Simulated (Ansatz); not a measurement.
The parent structure is SiC in the wurtzite structure (space group P6_3mc, No. 186).

```
CELL_PARAMETERS angstrom
      3.07548     0.00000     0.00000
     -1.53774     2.66344     0.00000
      0.00000     0.00000     5.04859
ATOMIC_POSITIONS crystal
  Si 0.66667 0.33333 0.00050
  Si 0.33333 0.66667 0.50050
  C  0.66667 0.33333 0.62470
  C  0.33333 0.66667 0.12470
```

Computed with r2SCAN (Ansatz, an electronic-structure program; PAW; 500 eV plane waves; no spin-orbit coupling), earlier PAW set.

Before the change:

The gap character is indirect, Γ → K. The smallest direct gap is 4.48 eV.

The change: every lattice vector is shortened by 0.77 %, atoms relaxed at fixed cell.

Problem. What happens to the gap character and smallest direct gap?

Solution. The gap character remains indirect, Γ → K; the smallest direct gap grows by 0.05 eV, from 4.48 eV to 4.53 eV.

The cells carry an imposed strain or load. No phonon test of stability was made.
